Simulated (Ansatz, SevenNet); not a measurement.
Rutile IrO2: volume per atom by level of theory

No measured value is used here.

```json
[
 {"level (code)": "SevenNet-l3i5", "value (Å³/atom)": "10.98"},
 {"level (code)": "LDA (Ansatz)", "value (Å³/atom)": "10.28"},
 {"level (code)": "BLYP (Ansatz)", "value (Å³/atom)": "11.29"},
 {"level (code)": "PBE (Ansatz)", "value (Å³/atom)": "10.87"},
 {"level (code)": "PBEsol+SOC (Ansatz)", "value (Å³/atom)": "10.57"},
 {"level (code)": "RPBE (Ansatz)", "value (Å³/atom)": "11.09"},
 {"level (code)": "PBE-D3(BJ) (Ansatz)", "value (Å³/atom)": "10.72"},
 {"level (code)": "PBEsol-D3(BJ) (Ansatz)", "value (Å³/atom)": "10.39"},
 {"level (code)": "HSE06 (Ansatz)", "value (Å³/atom)": "10.45"}
]
```

The crystal itself was run without spin with LDA, BLYP, PBE, RPBE, PBE-D3(BJ), PBEsol-D3(BJ), HSE06; a magnetic state was not tried in these runs. Density-functional levels without +SOC have no spin–orbit coupling. HSE06: exact exchange on metals is sensitive to the k mesh and can open a false gap. HSE06: the run has no spin polarisation, so it can have missed a magnetic state. HSE06: the run warned that the count of filled bands differs between k points. Cutoffs and k meshes differ between the levels. Ansatz's density-functional and Hartree–Fock values are scalar-relativistic unless marked +SOC, with PAW data made under PBE.

Machine-learned potentials (SevenNet-l3i5) are trained on DFT data: a solid inside that data is no test of them.

Ansatz is a first-principles code.
